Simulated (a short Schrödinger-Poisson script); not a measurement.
System: symmetric double-gate stack, SiO2 on p-type Si(100), at 300 K.

```tsv
layer	material	thickness (nm)	Na (cm⁻³)
1	SiO2	3.2	-
2	Si	4	4e17
3	SiO2	3.2	-
```

Constants are typed, rounded textbook-type inputs, not results; the design itself was drawn at random and stands for no fabricated device. SiO2: permittivity 3.9, conduction-band edge (eV) 3.15, gap (eV) 9, electron mass (mₑ) 0.5. Si: permittivity 11.7, conduction-band edge (eV) 0, gap (eV) 1.124, Nv at 300 K (cm⁻³) 3.1e19.

Channel valleys (confinement mass, in-plane density-of-states mass, number): Δ2 0.916, 0.19, 2; Δ4 0.19, 0.417, 4. At the gates, both at one voltage, the conduction-band edge of layer 1 lies 3.27 eV − eVg above the Fermi level of the channel. Gaps are held at their typed values at every temperature. Mesh 0.03 nm at interfaces.

From a short Schrödinger-Poisson script (our own, NumPy): 1D Poisson equation in equilibrium, electrons classical, Boltzmann, parabolic valleys, classical holes, full ionisation, no traps, pinning or gate leakage.

The same stack at other levels of the model or other numerical settings:

| run | sheet density of all electrons at Vg = 2.25 V (cm⁻²) | sheet density of all electrons at Vg = 0.45 V (cm⁻²) | capacitance of both gates at Vg = 2.25 V (μF/cm²) | rough cost against the base |
|---|---|---|---|---|
| base | 2.74e13 | 4.35e12 | 2.10 | about 1 |
| electrons treated as classical, Fermi-Dirac | 2.68e13 | 4.30e12 | 2.03 | 2 |
| electrons treated as quantum, Hartree | 2.46e13 | 3.51e12 | 1.93 | 10 |
| mesh six times as coarse | 2.72e13 | 4.31e12 | 2.08 | about 1 |

The classical rows ignore confinement, and Boltzmann statistics overrate the density once the band edge passes the Fermi level.
